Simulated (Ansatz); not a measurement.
Take Al in the fcc (Cu type) structure (space group Fm-3m, No. 225; a = 3.992 Å; relaxed with 0.1 eV smearing) as the base. Axes: x, y, z lie along the cube axes.

All numbers come from DFT with r2SCAN, PAW potentials and a 500 eV plane-wave cutoff in Ansatz (an electronic-structure program), spin-orbit coupling left out, earlier PAW set.

Strains are applied to the cell and any free atomic positions relax; under biaxial strain the out-of-plane vector relaxes too.

One change was made to it. Results:

```csv
quantity,base,after
"pressure (mean of the normal stresses, compression positive)",0.0 GPa,0.7 GPa
energy relative to the base (free energy F),0 meV/atom,+13 meV/atom
```

Q: What was done to the base?
A) tensor shear ε_xy = +3.76 %
B) uniaxial strain ε_yy = +3.15 %
C) uniaxial strain ε_yy = −2.72 %
D) biaxial strain +0.32 %, plane normal [001], relaxed out of plane

A: A, tensor shear ε_xy = +3.76 %. For comparison, the energy relative to the base in the other runs: uniaxial strain ε_yy = +3.15 % gives +6.1 meV/atom; uniaxial strain ε_yy = −2.72 % gives +5.4 meV/atom; biaxial strain +0.32 %, plane normal [001], relaxed out of plane gives +0.1 meV/atom.

No phonon test of stability was made.
